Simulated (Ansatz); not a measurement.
MoP (P-6m2): band-structure transport figures

Input:

```
MoP
1.0
    3.19587     0.00000     0.00000
   -1.59793     2.76770     0.00000
    0.00000     0.00000     3.16751
Mo P
1 1
Cartesian
  0.00000   0.00000   0.00000
  0.00000   1.84513   1.58376
```

Method: PBEsol, rigid bands (plane waves, PAW, scalar-relativistic; Ansatz, an electronic-structure program). Condition of this run: hydrostatic pressure 2 GPa (the target of the relaxation). Geometry: cell and atoms relaxed with PBEsol, then loaded as said.

```json
{
  "density of states at the Fermi level": "0.748 states/(eV·cell), both spins",
  "bare Sommerfeld coefficient": "0.88 mJ/(mol of atoms·K²)",
  "drude_plasma_energy": "5.3 (x), 5.3 (y), 6.2 (z) eV",
  "root-mean-square Fermi velocity": "6.7e5 m/s",
  "resistivity times τ": "17.4 (x), 17.4 (y), 12.9 (z) ×10⁻²² Ω·m·s"
}
```

A metal at this level (no band gap); rigid bands, thermally averaged at 300 K, both spins. Spin-orbit coupling is left out. τ is one relaxation time for all states.

Formula and space group known from diffraction (Crystallography Open Database), not checked to be the room-temperature form: MoP (P-6m2).
